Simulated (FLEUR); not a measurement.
FLEUR run on GaIr (Pm-3m, 2 atoms in the cell): self-consistent single point.

Method of the run: LDA (Perdew-Zunger), all-electron FLAPW (FLEUR), scalar-relativistic valence.

```xyz
2
Lattice="3.0285 0.0000 0.0000 0.0000 3.0285 0.0000 0.0000 0.0000 3.0285" Properties=species:S:1:pos:R:3 pbc="T T T"
Ga     0.0000     0.0000     0.0000
Ir     1.5143     1.5143     1.5143
```

Reference input (self-consistent single point, DFT, PBEsol, all-electron FLAPW (FLEUR), scalar-relativistic valence): Kmax = 4.3 1/bohr; GmaxXC = 12.9 1/bohr; xcFunctional = PBEs; jspins = 1; l_soc = F; mode = gauss; fermiSmearingEnergy = 0.00367493 Htr; mesh (inpgen div1-3) = 9 9 9; inpgen gamma flag = false; Gmax = 12.9 1/bohr; numbands = 0; maxIterBroyd = 40. This run's input differs from it in these lines:

```diff
@@ -14,3 +14,3 @@
 &comp jspins=1 /
-&exco xctyp='PBEs' /
+&exco xctyp='pz' /
 &kpt div1=9 div2=9 div3=9 /
@@ -27,3 +27,3 @@
       <coreElectrons ctail="T" frcor="F" kcrel="0" coretail_lmax="0"/>
-      <xcFunctional name="PBEs" relativisticCorrections="F"/>
+      <xcFunctional name="pz" relativisticCorrections="F"/>
       <magnetism jspins="1"/>
```

Output, abridged:

```
 Iteration:     1   Distance:      12.31156556 me/bohr^3
 Iteration:     2   Distance:      11.28953338 me/bohr^3
 Iteration:     3   Distance:       7.57392982 me/bohr^3
 Iteration:     4   Distance:       5.54277570 me/bohr^3
 Iteration:     5   Distance:       2.70032506 me/bohr^3
   [... 7 lines left out ...]
 Iteration:    13   Distance:       0.00015993 me/bohr^3
 Iteration:    14   Distance:       0.00023159 me/bohr^3
 Iteration:    15   Distance:       0.00001044 me/bohr^3
 Iteration:    16   Distance:       0.00000114 me/bohr^3
 Run finished successfully
 Stop message:
   Structural relaxation: Done

[file out, last iteration]
             iter=     17
[...]
          total density-effective poten   -3.4365256393E+04
          total charge density-energy d   -4.1203498554E+02
 Updated energy parameters for spin:           1
[...]
 fermi energy and band-weighting factors:

[...]
FERMIE:
          first approx. to ef    (T=0)  :   0.523420 htr   (energy of the highest occ. eigenvalue)
          number of occ. states  (T=0)  :        490
          first approx. to seigv (T=0)  :  -3.685740 htr
          sum of weights of occ. states :  14.000000
          sum of semicore charge        :   0.000000 e
          fermi energy=   0.52677 har   work function= -14.33411 ev
          number of valence electrons=  28.00000
     band-weighting factor for spin=    1
   [... lines left out ...]
          total moment                 =     0.00000
 Direct bandgap for spin            1 :    3.3756235401592782E-002  Htr
 ---->    free energy=                    -19789.4637325190 htr
   [... lines left out ...]
      extrapolation for T->0
 ---->    total electron energy=          -19789.4637325190 htr
 ***** TOTAL FORCES ON ATOMS *****
 TOTAL FORCE FOR ATOM TYPE=  1  X=  0.000   Y=  0.000   Z=  0.000
                       FX_TOT= 0.000000 FY_TOT= 0.000000 FZ_TOT= 0.000000
 TOTAL FORCE FOR ATOM TYPE=  2  X=  2.862   Y=  2.862   Z=  2.862
                       FX_TOT= 0.000000 FY_TOT= 0.000000 FZ_TOT= 0.000000
 Structural relaxation: Done
```

The run converged in 16 iterations. FLEUR gives forces in its relaxation mode, with a further iteration, so its stop message speaks of a relaxation. 

The starting cell comes from a database of computed structures (which also holds hypothetical and non-ambient phases and stackings), without a prior relaxation at this level. Spin-orbit coupling is off. Spin polarisation is off. Values depend on the basis (sphere radii, cutoffs, local orbitals), which need not be converged. The log's line on a gap gives a spacing of levels on this mesh, which the program prints for metals too.

Cost on one core of a shared machine: roughly 30 s.
